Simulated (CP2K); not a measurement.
A self-consistent single point of RbBr (Fm-3m, 2 atoms in the cell) with CP2K

Method of the run: PBE, GPW, DZVP-MOLOPT-SR-GTH basis, GTH-PBE potentials (GTH_POTENTIALS) (CP2K).

The input file:

```
&GLOBAL
  PROJECT rbbr
  RUN_TYPE ENERGY_FORCE
  PRINT_LEVEL MEDIUM
&END GLOBAL
&FORCE_EVAL
  METHOD Quickstep
  STRESS_TENSOR ANALYTICAL
  &DFT
    BASIS_SET_FILE_NAME BASIS_MOLOPT
    POTENTIAL_FILE_NAME GTH_POTENTIALS
    &QS
      METHOD GPW
      EPS_DEFAULT 1E-10
    &END QS
    &MGRID
      CUTOFF 500
      REL_CUTOFF 50
      NGRIDS 5
    &END MGRID
    &SCF
      SCF_GUESS ATOMIC
      EPS_SCF 1E-6
      MAX_SCF 100
      ADDED_MOS 4
      &DIAGONALIZATION
        ALGORITHM STANDARD
      &END DIAGONALIZATION
      &MIXING
        METHOD BROYDEN_MIXING
        ALPHA 0.4
        NBUFFER 8
      &END MIXING
    &END SCF
    &KPOINTS
      SCHEME MONKHORST-PACK 7 7 7
    &END KPOINTS
    &XC
      &XC_FUNCTIONAL PBE
      &END XC_FUNCTIONAL
    &END XC
    &PRINT
      &MO
        EIGENVALUES T
        OCCUPATION_NUMBERS T
        NDIGITS 8
        FILENAME mo
        &EACH
          QS_SCF 0
        &END EACH
        ADD_LAST NUMERIC
      &END MO
      &MULLIKEN ON
      &END MULLIKEN
    &END PRINT
  &END DFT
  &SUBSYS
    &CELL
      ABC 4.88256400 4.88256360 4.88256421
      ALPHA_BETA_GAMMA 59.99999838 60.00000139 59.99999730
      PERIODIC XYZ
    &END CELL
    &COORD
      SCALED
      Rb       0.00000000     0.00000000     0.00000000
      Br       0.50000000     0.50000000     0.50000000
    &END COORD
    &KIND Rb
      BASIS_SET DZVP-MOLOPT-SR-GTH
      POTENTIAL GTH-PBE-q9
    &END KIND
    &KIND Br
      BASIS_SET DZVP-MOLOPT-SR-GTH
      POTENTIAL GTH-PBE-q7
    &END KIND
  &END SUBSYS
  &PRINT
    &FORCES ON
    &END FORCES
    &STRESS_TENSOR ON
    &END STRESS_TENSOR
  &END PRINT
&END FORCE_EVAL
```

Output (repeated stretches shortened):

```
 GLOBAL| Method name                                                        CP2K
 GLOBAL| Project name                                                       rbbr
 GLOBAL| Run type                                                   ENERGY_FORCE

 CELL| Volume [angstrom^3]:                                            82.305491
 CELL| Vector a [angstrom]:       4.883     0.000     0.000   |a| =     4.882564
 CELL| Vector b [angstrom]:       2.441     4.228     0.000   |b| =     4.882564
 CELL| Vector c [angstrom]:       2.441     1.409     3.987   |c| =     4.882564
 CELL| Angle (b,c), alpha [degree]:                                    59.999998
 CELL| Angle (a,c), beta  [degree]:                                    60.000001
 CELL| Angle (a,b), gamma [degree]:                                    59.999997
 CELL| Numerically orthorhombic:                                              NO
 CELL| Periodicity                                                           XYZ

 DFT| Spin restricted Kohn-Sham (RKS) calculation                            RKS
 DFT| Multiplicity                                                             1
 DFT| Number of spin states                                                    1
 DFT| Charge                                                                   0
 DFT| XC density smoothing                                                  NONE
 DFT| XC derivatives                                                          PW

 QS| Method:                                                                 GPW
 QS| Density plane wave grid type                        NON-SPHERICAL FULLSPACE
 QS| Number of grid levels:                                                    5
 QS| Density cutoff [a.u.]:                                                250.0
 QS| Multi grid cutoff [a.u.]: 1) grid level                               250.0
   [... lines left out ...]
 BRILLOUIN| Wavefunction type                                            COMPLEX
 BRILLOUIN| List of Kpoints [2 Pi/Bohr]                                      172
 BRILLOUIN| Number           Weight            X              Y              Z
 BRILLOUIN|     1           0.00583       -0.42857       -0.42857       -0.42857
 BRILLOUIN|     2           0.00583       -0.42857       -0.42857       -0.28571
 BRILLOUIN|     3           0.00583       -0.42857       -0.42857       -0.14286
   [... 169 lines left out ...]
 *******************************************************************************

 Extrapolation method: initial_guess

 Re-scaling the density matrix to get the right number of electrons
                  # Electrons              Trace(P)               Scaling factor
                           16                16.000                        1.000

 Number of electrons:                                                         16
 Number of occupied orbitals:                                                  8
 Number of molecular orbitals:                                                12

 Number of orbital functions:                                                 27
 Number of independent orbital functions:                                     27
 SCF WAVEFUNCTION OPTIMIZATION

  Step     Update method      Time    Convergence         Total energy    Change
     1 NoMix/Diag. 0.40E+00      -     0.94460479       -37.6285347415 -3.76E+01
     2 Broy./Diag. 0.40E+00      -     0.08997551       -37.3573293802  2.71E-01
     3 Broy./Diag. 0.40E+00      -     0.05872229       -37.5830269208 -2.26E-01
     4 Broy./Diag. 0.40E+00      -     0.00595045       -37.6486547219 -6.56E-02
     5 Broy./Diag. 0.40E+00      -     0.00302417       -37.6419510811  6.70E-03
     6 Broy./Diag. 0.40E+00      -     0.00040710       -37.6494318744 -7.48E-03
     7 Broy./Diag. 0.40E+00      -     0.00003852       -37.6498506101 -4.19E-04
     8 Broy./Diag. 0.40E+00      -     0.00003299       -37.6497089197  1.42E-04
     9 Broy./Diag. 0.40E+00      -     0.00000286       -37.6496751527  3.38E-05
    10 Broy./Diag. 0.40E+00      -     0.00000135       -37.6496781289 -2.98E-06
    11 Broy./Diag. 0.40E+00      -     0.00000001       -37.6496793984 -1.27E-06
  *** SCF run converged in    11 steps ***

  Electronic density on regular grids:        -15.9999999999        0.0000000001
  Core density on regular grids:               15.9999999979       -0.0000000021
  Total charge density on r-space grids:       -0.0000000020
  Total charge density g-space grids:          -0.0000000020

  Overlap energy of the core charge distribution:               0.00000000000000
  Self energy of the core charge distribution:                -74.27728578503218
  Core Hamiltonian energy:                                     16.61452064289407
  Hartree energy:                                              26.43188211615417
  Exchange-correlation energy:                                 -6.41879637240162

  Total energy:                                               -37.64967939838555

                     Mulliken Population Analysis

 #  Atom  Element  Kind  Atomic population                           Net charge
       1     Rb       1          8.397580                              0.602420
       2     Br       2          7.602420                             -0.602420
 # Total charge                             16.000000                 -0.000000

 ENERGY| Total FORCE_EVAL ( QS ) energy [hartree]            -37.649679412742273

 FORCES| Atomic forces [hartree/bohr]
 FORCES|   Atom     x               y               z               |f|
 FORCES|      1  3.91555415E-16  1.10257565E-14 -1.89697092E-15   1.11946023E-14
 FORCES|      2  2.29962422E-15 -1.02384746E-14 -7.11607828E-15   1.26788487E-14
 FORCES| Sum     2.69117963E-15  7.87281952E-16 -9.01304920E-15
 FORCES| Total atomic force                                       9.43913749E-15

 STRESS| Analytical stress tensor [bar]
 STRESS|                        x                   y                   z
 STRESS|      x        8.68477815404E+03   4.14204041944E-02   2.91582230350E-02
 STRESS|      y        4.14204041944E-02   8.68468227861E+03  -1.55539936456E-02
 STRESS|      z        2.91582230350E-02  -1.55539936456E-02   8.68468823807E+03
 STRESS| 1/3 Trace                                             8.68471622358E+03
```

The run converged in 11 iterations.

The starting cell comes from a database of computed structures (which also holds hypothetical and non-ambient phases and stackings), without a prior relaxation at this level. Its lattice was rescaled by a random factor within 2.5 % of one. Values carry the incompleteness of an atom-centred basis.

Cost on one core of a shared machine: roughly 50 s.
